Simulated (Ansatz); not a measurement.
Base system: GaCuSe2 in the chalcopyrite structure (space group I-42d, No. 122; a = 5.672 Å, c = 11.263 Å). Axes: x, y, z lie along a, b, c of the conventional cell.

The values are results of PBE, PAW, 420 eV (Ansatz, a quantum-chemistry and plane-wave program; scalar-relativistic without spin-orbit coupling), not measurements.

Base values:

```
Quantity                        Result
-----------------------------  -------
Pressure                       0.0 GPa
Shortest interatomic distance  2.430 Å
Band gap                          zero
```

Perturbation: tensile biaxial strain of 0.55 % in the plane normal to [001], as in epitaxy on a mismatched substrate; the out-of-plane cell vector and the atoms relax.

### Question
What happens to the pressure?

### Answer
The pressure (mean of the normal stresses, compression positive) goes from zero to -0.3 GPa.

### Question
Predict the new energy relative to the base.

### Answer
The energy rises by 0.3 meV/atom.

### Question
What does the calculation give for the shortest interatomic distance after the change?

### Answer
The shortest interatomic distance increases by 0.005 Å (2.430 Å → 2.435 Å).

### Question
What does the calculation give for the band gap after the change?

### Answer
The band gap remains zero.

Whether these cells are dynamically stable was not tested. All final runs are without spin polarisation. Gaps under 0.05 eV, about the width of the smearing, are given as zero. The zero or small gap of GaCuSe2 can change with the level of theory.
